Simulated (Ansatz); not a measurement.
**Al₂O₃ in the corundum structure (space group R-3c, No. 167)**

```
Al2O3
1.0
    2.40441     1.38819     4.37463
   -2.40441     1.38819     4.37463
    0.00000    -2.77638     4.37463
Al O
4 6
Cartesian
  0.00000   0.00000   4.62155
  0.00000   0.00000   1.94040
  0.00000   0.00000   8.50235
  0.00000   0.00000  11.18350
 -0.93207   1.38819   7.65561
 -0.73617  -1.50129   7.65561
  1.66824   0.11310   7.65561
  0.93207  -1.38819   5.46829
  0.73617   1.50129   5.46829
 -1.66824  -0.11310   5.46829
```

The values are results of PBE/PAW in Ansatz (a first-principles code), without spin-orbit coupling, not measurements. Γ-centred 8×8×8 mesh, Fermi–Dirac width 0.05 eV.

The volume per atom is 8.76 Å³. The density is 3.87 g/cm³. The band gap is 5.85 eV, direct at Γ and the electron mass is 0.38 mₑ along c, 0.36 mₑ across. The lowest conduction-band minima above the VBM is Γ 5.85 eV and the total energy is -556.961 eV/atom (σ→0; compares only within this code and set-up).

Effective masses come from finite differences of ±0.01 Å⁻¹. No phonon test of stability was made.
